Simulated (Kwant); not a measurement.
System: wire with a row of barriers in a GaN two-dimensional gas. Effective mass 0.22 mₑ, grid spacing 2 nm, hard walls, nominal width 40 nm (19 grid rows, so walls 40 nm apart), one parabolic valley, scattering region 200 nm long along x; energies count from the band bottom; Fermi energy swept from 0.00085461 to 0.010149 eV. 3 barrier(s) across the wire, height 0.0077 eV, thickness 6 nm (about 3 grid columns), spaced by 32 nm.

The device is made up for the run: typed textbook-type constants, with dimensions and the other settings drawn at random.

Computed with Kwant: effective-mass tight-binding model on a square grid, one spin, coherent transport at 0 K. Conductance is in e²/h.

How many channels do the leads carry at E = 4.95, 5.71, 6.00 meV?

The hard-wall thresholds are n² ħ²π²/(2mW²) = n² × 1.07 meV with W = 40 nm. √(4.95/1.07) = 2.15, so 2. √(5.71/1.07) = 2.31, so 2. √(6.00/1.07) = 2.37, so 2.
